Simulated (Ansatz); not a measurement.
**What biaxial strain +3.00 %, plane normal [001], relaxed out of plane does to Re**

Take Re in the hcp (Mg type) structure (space group P6_3/mmc, No. 194; a = 2.752 Å, c = 4.440 Å; relaxed with 0.1 eV smearing) as the base. Axes: x lies along a and z along c of the hexagonal cell.

It is then changed as follows: tensile biaxial strain of 3.00 % in the plane normal to [001], as in epitaxy on a mismatched substrate; the out-of-plane cell vector and the atoms relax.

All numbers come from PBEsol (Ansatz, a first-principles code; PAW; 420 eV plane waves; without spin-orbit coupling). k-mesh 24×24×13 (Γ-centred); smearing 0.1 eV (Fermi–Dirac).

```csv
quantity,base,changed,shift
space group,P6_3/mmc (No. 194),P6_3/mmc (No. 194),–
shortest interatomic distance,273.0 pm,272.0 pm,-1.0 pm
"pressure (mean of the normal stresses, compression positive)",0.0 GPa,-12.5 GPa,-12.5 GPa
band gap,zero,zero,–
out-of-plane strain,–,-2.11 %,–
ratio −ε⊥/ε∥,–,0.70,–
mean in-plane stress (compression positive),–,-18.8 GPa,–
```

Whether these cells are dynamically stable was not tested. All final runs are without spin polarisation.
